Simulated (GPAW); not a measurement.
GPAW run on a (001) slab of Au (cut from a parent of space group no. 225; 4 atoms in the cell): self-consistent single point.

Level of theory: PBEsol, GPAW PAW datasets PBEsol (made by gpaw-setup) (plane waves; GPAW 25.7.0).

```xyz
4
Lattice="2.8763 0.0000 0.0000 -2.8763 2.8763 0.0000 0.0000 0.0000 20.1016" Properties=species:S:1:pos:R:3 pbc="T T T"
Au     0.0000     0.0000     9.0338
Au    -1.4382     1.4382     7.0000
Au     0.0000     0.0000    13.1016
Au    -1.4382     1.4382    11.0677
```

Reference input (self-consistent single point, DFT PBEsol, plane waves, GPAW PAW datasets PBEsol (made by gpaw-setup)): mode = pw; ecut = 600 eV; xc = PBEsol; kpts = 7 7 1; mesh shift (steps) = 0 0 0; occupations.name = fermi-dirac; occupations.width = 0.1 eV; nbands = -10; convergence.forces = 0.001 eV/Å; symmetry.symmorphic = false; symmetry.tolerance = 0.0005; maxiter = 150. This run's input differs from it in these lines:

```diff
@@ -16,3 +16,3 @@
             xc='PBEsol',
-            kpts=(7, 7, 1),
+            kpts={'size': (16, 16, 1), 'gamma': True},
             occupations=FermiDirac(0.1),
```

Log, with long lists cut:

```
     iter     time        total  log10-change:
                         energy   eigst   dens  force
iter:   1 --:--:--   -15.360200
iter:   2 --:--:--   -15.082684   -1.82  -1.32
iter:   3 --:--:--   -14.350044   -1.76  -1.35
iter:   4 --:--:--   -14.155077   -2.11  -1.59
iter:   5 --:--:--   -14.146934   -2.33  -1.85
iter:   6 --:--:--   -14.136076c  -2.97  -2.11
iter:   7 --:--:--   -14.126520c  -2.99  -2.37
iter:   8 --:--:--   -14.125341c  -4.25  -2.61
iter:   9 --:--:--   -14.121055c  -3.59  -2.62
iter:  10 --:--:--   -14.119802c  -4.01  -3.00
   [... 2 lines left out ...]
iter:  13 --:--:--   -14.119796c  -5.31  -3.46
iter:  14 --:--:--   -14.119778c  -5.61  -3.52
iter:  15 --:--:--   -14.119765c  -6.41  -3.57
iter:  16 --:--:--   -14.119749c  -6.24  -3.71
iter:  17 --:--:--   -14.119744c  -6.86  -4.18c
iter:  18 --:--:--   -14.119743c  -7.37  -4.40c
iter:  19 --:--:--   -14.119743c  -7.12  -4.44c
iter:  20 --:--:--   -14.119743c  -8.35c -4.69c
iter:  21 --:--:--   -14.119743c  -8.94c -4.68c -3.66c
Converged after 21 iterations.

Dipole moment: (0.000000, 0.000000, -0.000596) |e|*Ang

Energy contributions relative to reference atoms: (reference = -2065822.622890)

Kinetic:        -41.729074
Potential:      +34.532291
External:        +0.000000
XC:              -7.461965
Entropy (-ST):   -0.039613
Local:           +0.558811
SIC:             +0.000000
--------------------------
Free energy:    -14.139550
Extrapolated:   -14.119743

Showing only first 2 kpts
 Kpt  Band  Eigenvalues  Occupancy
  0    20     -0.92998    2.00000
  0    21     -0.81751    2.00000
  0    22     -0.81751    2.00000
  0    23      0.45402    1.97348

  1    20     -1.03251    2.00000
  1    21     -0.87012    2.00000
  1    22     -0.82619    2.00000
  1    23      0.80591    1.37598

Fermi level: 0.88499

No gap
No difference between direct/indirect transitions
Energy (eV): -14.119743

Forces in eV/Ang:
  0 Au    0.00000    0.00000   -0.13321
  1 Au    0.00000    0.00000   -0.11549
  2 Au    0.00000    0.00000    0.11549
  3 Au    0.00000    0.00000    0.13321

Stress tensor:
     0.008448     0.000000     0.000000
     0.000000     0.008448     0.000000
     0.000000     0.000000    -0.005800
Stress (GPa, Voigt): [ 1.3536  1.3536 -0.9293  0.      0.      0.    ]
```

The run converged in 21 iterations. GPAW prints stress with tension positive. Against the reference run the free energy rises by 5.3 meV/atom and the largest force goes from 0.149 to 0.133 eV/Å.

The starting cell has typed, rounded lattice constants, without a prior relaxation at this level. The slab is cut from that crystal, and its faces are unrelaxed. Its lattice was rescaled by up to half a per cent.

Cost on one core of a shared machine: roughly 6 min.
